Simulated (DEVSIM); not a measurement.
Structure: Al/La2O3/SiO2/p-Si capacitor, at 500 K.

Layer 1 from the left is La2O3, thickness (nm) 20.0. Layer 2 from the left is SiO2, thickness (nm) 0.890. Layer 3 from the left is Si, thickness (nm) 1300, Na (cm⁻³) 2e17.

Metal gate on the left, work function 4.1 eV. Fixed charge at the semiconductor interface -8.4e10 cm⁻² (in units of +e); no interface traps.

The device is made up for the run: typed textbook-type constants, with dimensions and the other settings drawn at random. Values at 300 K; Nc and Nv go as T^1.5, mobilities as T to minus their exponent, the gap by Varshni's rule with the affinity fixed.

La2O3: gap (eV) 5.8, affinity (eV) 1.8, permittivity 27. SiO2: gap (eV) 9, affinity (eV) 0.9, permittivity 3.9. Si: gap (eV) 1.124, affinity (eV) 4.05, permittivity 11.7, Nc (cm⁻³) 2.86e19, Nv (cm⁻³) 3.1e19, Varshni α (eV/K) 0.000473, Varshni β (K) 636.

Question: Estimate by hand the flat-band voltage, the threshold voltage, and compare with a numerical solution.

Answer: 
- Flat-band voltage: C = 0.914 μF/cm², work-function difference -0.765 V; VFB = φms − qNf/C = -0.75 V; numerical -0.75 V.
- Threshold voltage: φF = 0.284 V, depletion charge √(4εqNφF) = 1.94e-7 C/cm²; VT = VFB + 2φF + Qd/C = 0.03 V; numerical 0.03 V.

DEVSIM, 1D Poisson equation in equilibrium, Boltzmann statistics, complete ionisation; no quantum confinement or tunnelling. Metal contacts follow the ideal Schottky-Mott rule: no Fermi-level pinning, no interface dipoles.
